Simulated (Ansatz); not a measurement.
The reference is GaN in the wurtzite structure (space group P6_3mc, No. 186; a = 3.219 Å, c = 5.244 Å).

(Cell as relaxed with PBE.)

Levels (all Ansatz, a program for electronic structure, PAW, earlier PAW set): PBE (420 eV, no SOC); PBEsol (420 eV, no spin-orbit coupling).

Each level relaxes its own structure.

| quantity | PBE | PBEsol |
|---|---|---|
| volume per atom | 11.76 Å³ | … |
| lattice parameter a | 3.219 Å | … |
| lattice parameter c | 5.244 Å | … |
| band gap | 1.71 eV | … |
| gap character | direct at Γ | … |
| electron mass | 0.14 mₑ along c, 0.16 mₑ across | … |

Given the PBE results, estimate those of PBEsol.


- volume per atom, PBEsol: 11.37 Å³
- lattice parameter a, PBEsol: 3.183 Å
- lattice parameter c, PBEsol: 5.186 Å
- band gap, PBEsol: 1.88 eV
- gap character, PBEsol: direct at Γ
- electron mass, PBEsol: 0.16 mₑ along c, 0.17 mₑ across

PBE's volume per atom lies 0.39 Å³ above PBEsol's (3.4 %); PBE's lattice parameter a lies 0.036 Å above PBEsol's (1.1 %); PBE's lattice parameter c lies 0.058 Å above PBEsol's (1.1 %); PBE's band gap lies 0.17 eV below PBEsol's; the two agree on the gap character. Neither level is exact; PBEsol is the comparison here, not a measurement.

Masses are band curvatures over ±0.01 Å⁻¹ around the edge. Whether these cells are dynamically stable was not tested.
